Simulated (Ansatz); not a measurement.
Base system: GaN in the zinc blende structure (space group F-43m, No. 216; a = 4.498 Å).

It is then changed as follows: every Ga is replaced by B; the structure is relaxed again.

Levels (all Ansatz, an electronic-structure program, PAW, earlier PAW set): PBEsol (420 eV, no SOC); r2SCAN (500 eV, no spin-orbit coupling); HSE06 (420 eV, without spin-orbit coupling); PBEsol+SOC (420 eV, spin-orbit coupling included); HSE06+SOC (420 eV, noncollinear with spin-orbit coupling).

One geometry, relaxed with PBEsol, under each level:

Notes on the quantities. hole mass: degenerate bands, along [100].

The valence-band top lists the three highest levels at Γ (Kramers pairs under SOC), from the VBM.

| level | band gap | lowest conduction level above the VBM at special points | valence-band top at Γ | electron mass | hole mass | pressure |
|---|---|---|---|---|---|---|
| PBEsol | 4.29 eV | X 4.29 eV; K 6.78 eV; U 6.78 eV; Γ 8.80 eV | 0.00, 0.00, 0.00 eV | 0.89 mₑ along k, 0.29 mₑ across (at X) | 0.52 mₑ (at Γ) | -0.01 GPa |
| r2SCAN | (withheld) | (withheld) | – | (withheld) | (withheld) | (withheld) |
| HSE06 | 5.79 eV | X 5.79 eV; K 8.40 eV; U 8.40 eV; Γ 10.61 eV | – | – | – | – |
| PBEsol+SOC | 4.29 eV | X 4.29 eV; K 6.77 eV; U 6.77 eV; Γ 8.79 eV | 0.00, 0.00, -0.02 eV | 0.89 mₑ along k, 0.29 mₑ across (at X) | 0.52 mₑ (at Γ) | -0.01 GPa |
| HSE06+SOC | 5.79 eV | X 5.79 eV; K 8.39 eV; U 8.39 eV; Γ 10.59 eV | 0.00, 0.00, -0.02 eV | – | – | – |

Q: Give the withheld r2SCAN results.

A: 
- r2SCAN, band gap: 5.00 eV
- r2SCAN, lowest conduction level above the VBM at special points: X 5.00 eV; K 7.54 eV; U 7.54 eV; Γ 9.60 eV
- r2SCAN, electron mass: 0.87 mₑ along k, 0.29 mₑ across (at X)
- r2SCAN, hole mass: 0.48, 0.51, 0.51 mₑ (at Γ)
- r2SCAN, pressure: 1.22 GPa

Single points use the geometry relaxed with PBEsol. Their cutoffs differ, which shifts pressures a little. HSE06 gaps are upper bounds (no full band path). Differences between runs with and without spin-orbit coupling are approximate. Effective masses come from finite differences of ±0.01 Å⁻¹. Along k means along the line from Γ to the band edge. Stability against distortions was not tested. This is not the structure that GaN has at room temperature and ambient pressure.
